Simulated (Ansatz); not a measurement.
## Rb under a change: x(Sr) = 0.75, 4 atoms, P4/mmm (arrangement B)

The parent structure is Rb in the bcc (W type) structure (space group Im-3m, No. 229; a = 5.575 Å).

The other end (x = 1) is Sr in the bcc (W type) structure (space group Im-3m, No. 229; a model cell): 51.05 Å³/atom, gap zero; this end may not be an ambient phase.

It is then changed as follows: Sr replaces 75.0 % of the Rb, ordered in a cell of 4 atoms (starting symmetry P4/mmm) and fully relaxed.

Calculations: PBEsol (Ansatz, a program for electronic structure), scalar-relativistic without spin-orbit coupling. Γ-centred 7×7×10 mesh, Fermi–Dirac width 0.05 eV, for the changed cell.

| quantity | base | changed | shift |
|---|---|---|---|
| volume per atom | 86.64 Å³ | 57.28 Å³ | -29.36 Å³ |
| density | 1.64 g/cm³ | 2.52 g/cm³ | +0.887 g/cm³ |
| band gap | zero | zero | – |
| mixing energy (to 0.01 eV only: unlike meshes or grids) | – | +0.12 eV/atom | – |

Each cell is one ordered arrangement of few atoms, which overstates ordering effects compared with a random alloy. No phonon test of stability was made. The final runs are not spin-polarised. An odd electron count without spin: RbSr3. This is not the structure that Sr has at room temperature and ambient pressure.
